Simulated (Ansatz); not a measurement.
The reference is TiAl3 (space group I4/mmm, No. 139; a = 3.8483 Å, c = 8.6128 Å; relaxed with 0.1 eV smearing). Axes: x, y, z lie along a, b, c of the conventional cell.

All numbers come from PBE (Ansatz, a quantum-chemistry and plane-wave program, PAW, spin-orbit coupling left out).

Now apply this change: every lattice vector is stretched by 1.10 %; the atoms relax in the strained cell.

**Question.** Predict the stress tensor and what it implies for the stiffness.

**Answer.** Stress of the strained cell less that of the base (GPa, compression positive):
```
   -3.3     0.0     0.0
    0.0    -3.3     0.0
    0.0     0.0    -3.1
```

Then B = −ΔP/(ΔV/V₀) with ΔV/V₀ = 0.0334 gives secant stiffness values (nonlinear terms included at this strain): B (at held cell shape, above the free-shape value) ≈ 97 GPa.

As a check, the harmonic strain energy −½ V₀ Δσ:ε is 5.3 meV/atom; the computed energy rise is 5.5 meV/atom.

Whether these cells are dynamically stable was not tested. All final runs are without spin polarisation.
